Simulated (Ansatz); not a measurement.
A periodic model of amorphous Ti20O39Cl2:

```
Ti20Cl2O39
1.0
    9.18810     0.00000     0.00000
    0.00000     9.18810     0.00000
    0.00000     0.00000     9.18810
Ti O Cl
20 39 2
Cartesian
  4.33326   6.47365   3.56304
  7.49645   0.70385   5.67443
  1.49054   1.26955   6.70405
  1.57804   8.75328   3.10775
  5.48050   4.76187   7.19173
  0.68625   1.86596   0.58751
  1.71695   4.50853   8.14949
  3.60104   7.17470   6.69217
  2.47537   4.13263   5.19314
  9.15310   2.12358   3.96610
  8.77453   6.84561   0.60177
  5.85417   3.36041   4.32615
  7.04174   7.64778   7.66421
  8.28406   7.21787   3.38241
  0.22629   6.72887   6.09215
  3.09008   6.61621   0.69842
  4.91424   1.22581   8.03268
  4.01842   1.60655   1.73137
  3.94119   0.79372   4.92941
  4.98711   4.30079   0.77194
  4.56921   5.85420   1.75748
  7.28427   7.87988   0.22137
  2.61224   2.15857   0.86634
  2.12321   2.95086   6.94840
  0.83955   7.53420   4.25121
  6.28165   0.28128   7.25802
  2.86874   5.61122   4.19288
  3.27450   4.72044   0.09066
  5.73082   1.29946   4.90307
  2.80909   7.56041   2.29010
  1.37730   6.22804   0.03726
  4.90309   3.03426   8.26155
  1.87675   7.57465   6.63054
  0.79087   1.33066   2.45110
  8.33771   8.40931   6.45612
  3.83719   7.50064   8.52757
  5.73725   6.61221   6.81324
  8.19014   5.93180   2.04280
  0.25743   8.10751   1.83614
  1.06168   5.08201   6.43813
  6.38668   3.71902   6.06191
  8.87304   1.89263   5.98508
  5.46663   5.17720   4.08692
  6.21722   5.05293   8.89845
  0.56328   3.60431   9.13024
  8.46975   6.39525   7.78834
  1.79334   0.76524   4.90727
  3.63090   5.23323   6.73497
  1.15591   3.48590   4.16852
  7.55253   2.94244   3.70718
  4.79292   0.54318   0.48074
  3.86083   2.89498   4.78166
  3.40977   0.60394   3.11883
  0.95225   0.73090   8.38401
  4.10657   7.99439   5.00844
  5.10661   3.06666   2.19270
  8.07934   6.22517   4.86046
  3.51993   0.71110   6.84687
  8.21160   0.25401   4.08930
  6.11683   8.07613   2.91488
  7.58965   1.80902   0.66212
```

Methods: PBE, scalar-relativistic without spin-orbit coupling (Ansatz, a first-principles code); r2SCAN, scalar-relativistic without spin-orbit coupling (Ansatz); HSE06, scalar-relativistic without spin-orbit coupling (Ansatz). Neutral PBE cell, which sets geometry, pressure and energy: sampling: a 2×2×2 Γ-centred mesh; Fermi-Dirac width 0.02 eV; no spin polarisation. Exact exchange is cut at the faces of this 9 Å cell, which leaves hybrid gaps a finite-size error.

It comes from a melt-quench run on a machine-learned potential (CHGNet), relaxed afterwards by DFT. Anions were pushed apart under 1.9 Å during the dynamics, to hinder bonds among them. The hot cell started wider than the set density and was brought back towards it in steps. It is the lowest in DFT energy of 2 quenches. It is a model cell: composition and starting density were chosen by hand, and all elements were melted together. No dispersion term was used. Its density started from a set value of 3.54 and ended at 3.54 g/cm³. The quench (nominally 360 K/ps over its main leg) was far faster than any real one, so the model tends to hold more defects than a real film. One small periodic cell is one sample of the glass; other quenches scatter about these values. The volume was held where the preparation left it.

Question: Give the pressure, the energy against reference phases and the spacing of the highest filled and lowest empty levels.

Answer: 
The pressure on a 2×2×2 Γ-centred mesh is 3.15 GPa, the largest force and stress component on that mesh (the relaxation ran on the zone centre alone) comes out as 0.10 eV/Å and 4.0 GPa and the energy relative to anatase TiO2 + TiCl4 gas (lowest mix at this level among the phases computed, not always the ambient ones) is 0.160 eV/atom. The level gap on a 2×2×2 Γ-centred mesh (PBE) is 2.46 eV and the level gap at the zone centre (PBE) is 2.55 eV. The level gap at the zone centre (r2SCAN) is 2.89 eV. The level gap at the zone centre (HSE06) is 4.00 eV and the distance between the nearest levels spread over more than a fifth of the atoms or a third of the atoms of their main element (six at least) (PBE, zone centre) comes out as 2.67 eV.

Question: At PBE and the zone centre, how localised are the states just below and above the Fermi level (participation number: the atoms over which a state spreads)?

Answer: The highest filled state is spread over 4.2 atoms' worth, largest on Cl61, with weights by element (charge in smoothed Voronoi cells) O 0.48, Cl 0.48, Ti 0.05. The lowest empty state is spread over 6.7 atoms' worth, largest on Ti7, with weights by element (charge in smoothed Voronoi cells) Ti 0.83, O 0.17, Cl 0.01.

At PBE the levels at the filled edge of the gap are localised (band-tail or defect states).

Cut-offs for bonds: Ti-Ti 3.12 Å, Ti-O 2.58 Å, Ti-Cl 2.88 Å, O-O 1.58 Å, O-Cl 2.02 Å, Cl-Cl 2.45 Å. Two cations that share two anions don't count as bonded, nor two that share one unless they lie closer than Ti-Ti 3.04 Å.

Added carriers, by PBE, scalar-relativistic without spin-orbit coupling (Ansatz) on the zone centre alone. Charged cells keep the cell fixed and stand in a uniform background, with no image correction, at a width of 0.01 eV; where the count is odd the moment is locked at 1 μB, unless the neutral cell bore moments. Each starts from the undistorted neutral geometry alone. PBE's self-interaction favours spread-out carriers, so it can miss traps that a hybrid finds.

Question: What happens at PBE when the cell takes an extra electron and the atoms relax?

Answer: Relaxation lowers the charged cell by 0.05 eV. The largest moves are O40 0.05 Å, O45 0.04 Å, O24 0.04 Å, O31 0.04 Å. The level that holds the added charge spreads over 8.9 atoms' worth, most on Ti7 (weight 0.28): a partly localised carrier. No bond crosses its cut-off with a change of over 0.15 Å (metal-metal contacts aside). Made neutral again at that geometry, the cell lies +0.08 eV from the neutral start.

Question: What happens at PBE when the cell takes a hole and the atoms relax?

Answer: Relaxation lowers the charged cell by 0.09 eV. The largest moves are O23 0.17 Å, Cl61 0.15 Å, O45 0.12 Å, O51 0.10 Å. The level that was emptied spreads over 7.0 atoms' worth, most on O34 (weight 0.30): a partly localised carrier. No bond crosses its cut-off with a change of over 0.15 Å (metal-metal contacts aside). Made neutral again at that geometry, the cell lies +0.23 eV from the neutral start.
